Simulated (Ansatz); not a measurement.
For TiO2 (P4₂/mnm, No. 136, 12 atoms in the cell; start mp-1041565), LDA (Ansatz, a quantum-chemistry and plane-wave program, plane waves, PAW) gives:

| Item | Result |
|---|---|
| lattice parameter a | 4.548 Å |
| c axis length | 2.917 Å |
| cohesive energy | 8.09 eV/atom |
| band gap | 1.86 eV |

**Question.** What does r²SCAN (Ansatz, PAW) give for the same quantities?

**Answer.** 
- lattice constant a: 4.597 Å (grows by 1.1 %)
- lattice parameter c: 2.954 Å (rises by 1.3 %)
- cohesive energy: 6.77 eV/atom (decreases by 1.32 eV/atom)
- band gap: 2.22 eV (grows by 0.36 eV)

Changes are worked out from the printed values.

Unless a cell is named, each level is at its own relaxed cell (LDA 10.06, r²SCAN 10.40 Å³/atom).

Density-functional gaps are differences of (generalised) Kohn–Sham levels.

Caveats: the relaxation could not lower the start's symmetry, so the cell can be a saddle point above a distorted one (LDA, r²SCAN). Ansatz's density-functional and Hartree–Fock values are scalar-relativistic unless marked +SOC, with PAW data made under PBE.

A start named mp-… is a Materials Project structure, which need not be a measured phase.
